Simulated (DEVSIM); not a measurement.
System: Schottky contact on n-type Si, at 300 K.

```
layer (left to right)  material  thickness (μm)  Nd (cm⁻³)   τn (s)   τp (s)
---------------------  --------  --------------  ---------  -------  -------
1                            Si           0.460     2.1e16  0.00035  0.00035
2                            Si            21.0     9.3e16  0.00035  0.00035
```

Left contact: Schottky, work function 4.84 eV, emission velocity 1.9e6 cm/s. Right contact: ohmic. Voltage is applied to the left contact. Recombination: SRH at mid-gap, Auger. Mobility is μmin + (μ − μmin)/(1 + (N/Nref)^α).

Constants are typed, rounded textbook-type inputs, not results; the design itself was drawn at random and stands for no fabricated device. Values at 300 K.

```
parameter           Si
-------------  -------
gap (eV)         1.124
affinity (eV)     4.05
permittivity      11.7
Nc (cm⁻³)      2.86e19
Nv (cm⁻³)       3.1e19
μn (cm²/Vs)       1417
μp (cm²/Vs)        470
μn,min              52
μp,min              45
Nref,n          9.7e16
Nref,p          2.2e17
αn                0.68
αp                0.72
Cn (cm⁶/s)     2.8e-31
Cp (cm⁶/s)     9.9e-32
```

DEVSIM, 1D drift-diffusion, Boltzmann statistics, complete ionisation; no tunnelling, impact ionisation, image-force lowering or self-heating. Metal contacts follow the ideal Schottky-Mott rule: no Fermi-level pinning, no interface dipoles.

Task: Tabulate band edges, carrier densities and field at zero bias.

Result: Energies count from the Fermi level of the right contact; mesh points crowd at the junctions.

```
x (μm)   Ec (eV)  Ev (eV)  n (cm⁻³)  p (cm⁻³)  field (V/cm)
-------  -------  -------  --------  --------  ------------
0.000      0.790   -0.334   1500000    7.6e13        -61000
0.02498    0.647   -0.477     3.9e8    3.0e11        -53000
0.07686    0.415   -0.709    3.0e12     3.8e7        -36000
0.1731     0.212   -0.912    7.9e15     15000         -7700
0.3537     0.186   -0.938    2.1e16      5400          -190
0.4178     0.182   -0.942    2.5e16      4600         -1800
0.4523     0.169   -0.955    4.2e16      2800         -7100
0.4840     0.151   -0.973    8.4e16      1400         -1900
0.5402     0.148   -0.976    9.3e16      1300           -30
0.6529     0.148   -0.976    9.3e16      1200           ≈ 0
0.9063     0.148   -0.976    9.3e16      1200           ≈ 0
1.686      0.148   -0.976    9.3e16      1200           ≈ 0
3.146      0.148   -0.976    9.3e16      1200           ≈ 0
6.077      0.148   -0.976    9.3e16      1200           ≈ 0
14.19      0.148   -0.976    9.3e16      1200           ≈ 0
17.98      0.148   -0.976    9.3e16      1200           ≈ 0
19.87      0.148   -0.976    9.3e16      1200           ≈ 0
20.71      0.148   -0.976    9.3e16      1200           ≈ 0
21.20      0.148   -0.976    9.3e16      1200           ≈ 0
21.35      0.148   -0.976    9.3e16      1200           ≈ 0
21.42      0.148   -0.976    9.3e16      1200           ≈ 0
21.46      0.148   -0.976    9.3e16      1200           ≈ 0
```
